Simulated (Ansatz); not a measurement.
**Migration barriers: Rh-vacancy pair in bcc Mo, neutral cell**

Defect migration in bcc Mo: Rh-vacancy pair (Rh on one host Mo site, one Mo site vacant), neutral cell. Calculation: PBE, PAW (plane waves to 420 eV; Ansatz, a quantum-chemistry and plane-wave program).

Cell of 36 host sites held at the relaxed PBE lattice; a 2×2×3 k-point mesh shifted by half a step; Fermi-Dirac width 0.10 eV, spin-restricted; finite-size errors left in. No zero-point or tunnelling terms. Forms of the defect that were not tried may lie lower.

Barriers: single points on a 3×3×5 k-point mesh shifted by half a step at the bands' geometries (they differ from the bands' own by up to 0.07 eV, and are uncertain by about as much).

```json
[
 {"Route": "Rh and the vacancy change places (Rh-vacancy distance between ideal sites 2.74 Å throughout)", "Start site over the lowest site run (eV)": "0.00", "Hop (Å)": "2.61", "Forward barrier (eV)": "0.71", "Backward barrier (eV)": "0.71", "Neighbours at the start": "2 Mo at 2.73, 2 Mo at 2.77, 3 Mo at 2.78, 2 Mo at 3.08, Mo at 3.09, 2 Mo at 3.17, Mo at 3.23 Å", "Neighbours at the saddle": "4 Mo at 2.67, 2 Mo at 2.70, 6 Mo at 3.36 Å", "Saddle order": "not checked, on a symmetry element", "Forward, on the band's own sampling (eV)": "0.64"}
]
```

Paths come from CI-NEB runs.  A band can be held on a symmetry element, so unchecked saddle points there may be too high.

The whole set of runs took very roughly 1.1 core-hours.
